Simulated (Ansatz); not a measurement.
The starting structures come from a database of crystals and need not be the phases stable at ambient conditions.

 Where the default PAW files enter, the runs use the earlier of Ansatz's two default sets.

```
BiClO
1.0
    3.90641     0.00000     0.00000
    0.00000     3.90641     0.00000
    0.00000     0.00000     7.34714
Bi Cl O
2 2 2
Direct
  0.00000   0.50000   0.82718
  0.50000   0.00000   0.17282
  0.50000   0.00000   0.64617
  0.00000   0.50000   0.35383
  0.00000   0.00000   0.00000
  0.50000   0.50000   0.00000
```

Space group of this cell: P4/nmm. The cell was relaxed by PBE-D3(BJ).

Transport runs along the normal of the first two printed cell vectors, the (001) plane of the conventional cell.

No gap correction and no spin-orbit coupling; mid-gap values are interpolated between computed energies.

Compute, with r2SCAN in Ansatz (an electronic-structure program), the band gap and the smallest decay constant κ at mid-gap.

Gap 3.07 eV on a 8×8×4 mesh; κ = 0.303 1/Å, at the zone centre.
